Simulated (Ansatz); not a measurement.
In a (5,0) gold nanotube, spin-degenerate bands cross the Fermi level 5 times between Γ and the zone edge.

Computed with PBE (plane waves to 420 eV, PAW; Ansatz, a quantum-chemistry and plane-wave program). Mesh 1×1×14. No spin polarisation. Isolated but for its images some 11 Å away. A hypothetical model, rolled from the flat sheet. Only distortions within the start's symmetry and period were free. Values not marked SOC lack spin–orbit coupling.

Problem. What are the conductance and the two-terminal resistance of a perfect, endless piece?

Solution. Each crossing on the half of the zone with k > 0 has a partner at −k, so it gives one mode in each direction. Counting spin there are 10 modes, each carrying e²/h = 38.74 μS. G = 10 × 38.74 = 387.4 μS and R = 1/G = 2.58 kΩ, whatever the length. Scattering by phonons, roughness and contacts can only raise R.
